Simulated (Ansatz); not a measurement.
CsCl-type NiAl, treated with BLYP (Ansatz, an electronic-structure program, PAW).

Input:

Ansatz 0.2 input:
```yaml
crystal:
  lattice:
    - [2.8628758387, 0.0, 0.0]
    - [0.0, 2.8628758387, 0.0]
    - [0.0, 0.0, 2.8628758387]
  atoms:
    - { symbol: Al, position: [0.5, 0.5, 0.5] }
    - { symbol: Ni, position: [0.0, 0.0, 0.0] }
basis:
  ecutwfc: 520
  ecutrho_ratio: 4
  xc_grid: 2
kpoints:
  mp_grid: { grid: [20, 20, 20] }
hamiltonian:
  xc: blyp
  dispersion: none
  pseudopotentials: { kind: paw }
scf:
  occupations: { method: fermi_dirac, width: 0.05 }
  convergence: { dr2_threshold: 0.0000000002 }
output:
  forces: true
  stress: true
  eigenvalues: true
```

Output (set-up and result lines):

```
Crystal: 2 atoms, lattice volume = 23.464 Å³
Basis set: ecut = 520 eV, 619 PW (Γ), exchange–correlation on 48×48×48 points (8 copies of the dense FFT grid, shifted against one another)
Bands: 15, of which v1, the nominal top of the filled ones, is band 11 counted from 1 (10 counted from 0)
Symmetry: 48 space group operations
Space group: Pm-3m (ITA 221), of the structure as read, at distance tolerance 2.9e-5 Å
k-points: 286 of 8000
Functional: x = b88, c = lyp
SCF iter   1: F=—  HF=-6390.035036 eV  |F-HF|=—  |Δ(HF+E_count)|=         —  Δρ=2.57e-2  dr2=1.26e-1
SCF iter   2: F=—  HF=-6390.025737 eV  |F-HF|=—  |Δ(HF+E_count)|=   9.30e-3  Δρ=1.50e-2  dr2=4.86e-2
  ...
SCF iter   6: F=—  HF=-6390.019501 eV  |F-HF|=—  |Δ(HF+E_count)|=   4.87e-6  Δρ=8.32e-6  dr2=1.07e-8
SCF iter   7: F=-6390.019501 eV  HF=-6390.019501 eV  |F-HF|=6.09e-11  |Δ(HF+E_count)|=   2.15e-9  Δρ=4.35e-7  dr2=1.81e-11
SCF 1 converged in 7 iterations: F = -6390.019501 eV  dr2 = 1.81e-11
SCF converged after 7 iterations
Free energy (F): -6390.019501 eV
Internal energy: -6390.012302 eV  (E = F + TS)
E sigma→0 (E₀):  -6390.015901 eV
Fermi energy:    14.796363 eV
--- Forces (eV/Å), atoms counted from 1 ---
  atom   1  Al     0.00000000    -0.00000000    -0.00000000
  atom   2  Ni    -0.00000000     0.00000000    -0.00000000
--- Stress (GPa, compression-positive) ---
       10.132554      -0.000000       0.000000
        0.000000      10.132554       0.000000
        0.000000       0.000000      10.132554
  P = ⅓ Tr σ = 10.1326 GPa (101.326 kbar)
```

The cell is one volume of an energy–volume scan, off the minimum.

The PAW data were made under PBE.
